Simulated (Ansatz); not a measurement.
Bond-angle distributions (per cent of the angles at each element, bins of 10°) of a relaxed model of amorphous Al₂₈O₄₄Ge at 3.15 g/cm³. Level of theory: PBE, scalar-relativistic without spin-orbit coupling (plane waves to 420 eV, PAW; Ansatz, a quantum-chemistry and plane-wave program).

It comes from a melt-quench run on a machine-learned potential (CHGNet), relaxed afterwards by DFT. O atoms were pushed apart under 1.9 Å during the dynamics, to hinder bonds among them. The hot cell started wider than the set density and was brought back towards it in steps. It is the lowest in DFT energy of 2 quenches. It is a model cell: composition and starting density were chosen by hand, and all elements were melted together. No dispersion term was used. Its density started from a set value of 3.15 and ended at 3.15 g/cm³. The simulated quench (nominally 410 K/ps over its main leg) is rapid and tends to freeze in more defects than a deposited or slowly cooled glass has. Values belong to this one cell and scatter from quench to quench. The volume was held where the preparation left it and the shape relaxed, at a PBE pressure of 0.0 GPa.

Neighbours within Al-Al 2.66 Å, Al-O 2.28 Å, Al-Ge 2.65 Å, O-O 1.58 Å, O-Ge 2.23 Å, Ge-Ge 2.81 Å count as bonded. Two cations that share two anions don't count as bonded, nor two that share one unless they lie closer than Al-Al 2.59 Å, Al-Ge 2.58 Å, Ge-Ge 2.57 Å.

```json
[
 {"angle (°)": "50-60", "at Al": "0", "at O": "0"},
 {"angle (°)": "60-70", "at Al": "0", "at O": "0"},
 {"angle (°)": "70-80", "at Al": "4", "at O": "0"},
 {"angle (°)": "80-90", "at Al": "18", "at O": "9"},
 {"angle (°)": "90-100", "at Al": "21", "at O": "15"},
 {"angle (°)": "100-110", "at Al": "24", "at O": "12"},
 {"angle (°)": "110-120", "at Al": "13", "at O": "19"},
 {"angle (°)": "120-130", "at Al": "8", "at O": "25"},
 {"angle (°)": "130-140", "at Al": "2", "at O": "12"},
 {"angle (°)": "140-150", "at Al": "3", "at O": "6"},
 {"angle (°)": "150-160", "at Al": "3", "at O": "1"},
 {"angle (°)": "160-170", "at Al": "3", "at O": "2"},
 {"angle (°)": "170-180", "at Al": "1", "at O": "1"}
]
```

They go with these counts of neighbours within the cut-offs, cation contacts included: Al mean 4.5, most often 4; O mean 3.0, most often 3.
